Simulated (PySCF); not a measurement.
PySCF 2.14.0, unrestricted WB97X/def2-tzvp, df: Cd(Cl)2 cation ([Cl][Cd][Cl]), charge +1, multiplicity 2, 3 atoms. The geometry is a generated start, not checked to be a minimum at this level.

```yaml
task: energy
method: wb97x
basis: def2-tzvp
two_electron_scheme: density fitting
mol.max_memory: 3000 MB
mf.max_cycle: 100
mf.conv_tol: 1e-09 (default)
mf.grids.level: 3 (default)
effective_core_potentials: those of the basis set, past Kr
basis_functions: 114
grid_points: 60152
```

```xyz
3

Cd     0.5425    -0.4395     0.5113
Cl     1.1111     0.5096    -1.4749
Cl    -1.6536    -0.0702     0.9637
```

Charge 1 and multiplicity 2 are set for this test and not shown to be the ground state.

With the defaults (mf.init_guess = minao, mf.DIIS = CDIIS, mf.diis = true, mf.damp = 0, mf.diis_start_cycle = 1, mf.level_shift = 0, mf.diis_space = 8, mf.diis_damp = 0, newton = off) it converges in 18 Fock builds. One run each on 2 threads, 1 BLAS thread, with these changes:
- mf.init_guess = 1e
- mf.diis_damp = 0.3
- newton = Hessian by the SCF's own integrals
- mf.DIIS = ADIIS
- mf.diis = false
- mf.diis = false, mf.damp = 0.7, mf.diis_start_cycle = 999
- mf.level_shift = 1 Hartree
- mf.DIIS = EDIIS
- mf.diis_space = 5

Task: Which of these changes keep the SCF from converging, or lead it to another solution?

Result: No convergence: mf.init_guess = 1e; mf.DIIS = EDIIS; mf.diis = false; mf.diis = false, mf.damp = 0.7, mf.diis_start_cycle = 999 (the run ends without SCF convergence in 100 cycles). The rest reach the solution of the defaults.

```tsv
setting	Fock builds	end
the defaults	18	same solution
mf.diis_damp = 0.3	18	same solution
mf.diis_space = 5	20	same solution
mf.level_shift = 1 Hartree	47	same solution
mf.DIIS = ADIIS	61	same solution
newton = Hessian by the SCF's own integrals	67	same solution
mf.init_guess = 1e	101	no convergence
mf.DIIS = EDIIS	101	no convergence
mf.diis = false	101	no convergence
mf.diis = false, mf.damp = 0.7, mf.diis_start_cycle = 999	101	no convergence
```

Under newton the count holds the products with the orbital Hessian.
